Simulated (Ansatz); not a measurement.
GaAs (model structure, started from the NiAs type, P6₃/mmc, No. 194, 4 atoms in the cell) was calculated with PBEsol (Ansatz, an electronic-structure program, plane waves, PAW).

Settings: plane-wave cutoff 520 eV, 18×18×10 k mesh (along the axes of the cell as run), Fermi–Dirac smearing 0.05 eV, scalar-relativistic PAW data made under PBE.

Cell (relaxed at this level):

```cif
data_As2Ga2
_chemical_formula_sum 'Ga2 As2'
_space_group_name_H-M_alt 'P 1'
_space_group_IT_number 1
_cell_length_a 3.69971
_cell_length_b 3.69971
_cell_length_c 6.35217
_cell_angle_alpha 90.000
_cell_angle_beta 90.000
_cell_angle_gamma 120.000
loop_
_space_group_symop_operation_xyz
  'x, y, z'
loop_
_atom_site_label
_atom_site_type_symbol
_atom_site_fract_x
_atom_site_fract_y
_atom_site_fract_z
_atom_site_occupancy
Ga1 Ga 0.00000 0.00000 0.00000 1
Ga2 Ga 0.00000 0.00000 0.50000 1
As1 As 0.33333 0.66667 0.25000 1
As2 As 0.66667 0.33333 0.75000 1
```

**Question.** Give the computed bulk modulus.

**Answer.** 
bulk modulus: 79.4 GPa

The run finds no gap.

Note: the bulk modulus is −V dP/dV from two relaxed cells at ±2 % in volume; the relaxation could raise the start's symmetry but not lower it, so the cell can be a saddle point.

Static lattice: no zero-point or thermal effects.

A model structure was made by putting elements into a prototype or built by hand; it is no filed structure, need not be a known phase, and can be a saddle point held by its symmetry.
